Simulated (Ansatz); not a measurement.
Take Ir in the fcc (Cu type) structure (space group Fm-3m, No. 225; a = 3.844 Å) as the base. Axes: x, y, z lie along the cube axes.

All numbers come from DFT with r2SCAN, PAW potentials and a 500 eV plane-wave cutoff in Ansatz (a quantum-chemistry and plane-wave program), scalar-relativistic without spin-orbit coupling.

Base values:

The pressure is 0.0 GPa and the shortest interatomic distance comes out as 2.718 Å.

Modification: tensile biaxial strain of 4.79 % in the plane normal to [001], as in epitaxy on a mismatched substrate; the out-of-plane cell vector and the atoms relax.

Q: Estimate the effect on the pressure, energy relative to the base and shortest interatomic distance.

A: The pressure (mean of the normal stresses, compression positive) goes from zero to -17.0 GPa; the energy goes up by 120 meV/atom; the shortest interatomic distance increases by 0.018 Å to 2.736 Å.

Without a gap, meshes like the base's 21×21×21 leave anisotropic stresses uncertain by several tenths of a GPa, and small strain energies with them. No phonon test of stability was made. All final runs are without spin polarisation.
